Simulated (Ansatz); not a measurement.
The parent structure is PbS (space group P6_3/mmc, No. 194; a = 5.0012 Å, c = 5.9825 Å; a hypothetical phase, not in the database extracts checked).

Levels (all Ansatz, an electronic-structure program, PAW): r2SCAN (500 eV, spin-orbit coupling left out); HSE06 (420 eV, scalar-relativistic without spin-orbit coupling).

Its gap is 1.73 eV with r2SCAN and 1.97 eV with HSE06.

The change: a hydrostatic pressure of 7.5 GPa.

With r2SCAN the gap becomes 1.38 eV.

Question: If the HSE06 correction stayed the same, what would the HSE06 gap be, and what does the HSE06 run give?

Answer: A rigid correction of +0.24 eV gives 1.62 eV. The HSE06 run gives 1.67 eV, so the correction itself changes by +0.05 eV.

Single points use the geometry relaxed with r2SCAN. The hybrid gap comes from the SCF mesh plus the semilocal run's edge points and a few special points and is an upper bound. Spin-orbit coupling, missing from the scalar runs, can matter with Pb. Load acts through the strain it causes; cell and atoms are relaxed under it. No phonon test of stability was made. Competing high-pressure phases were not computed. The base started in P6_3mc and relaxed to P6_3/mmc at this level.
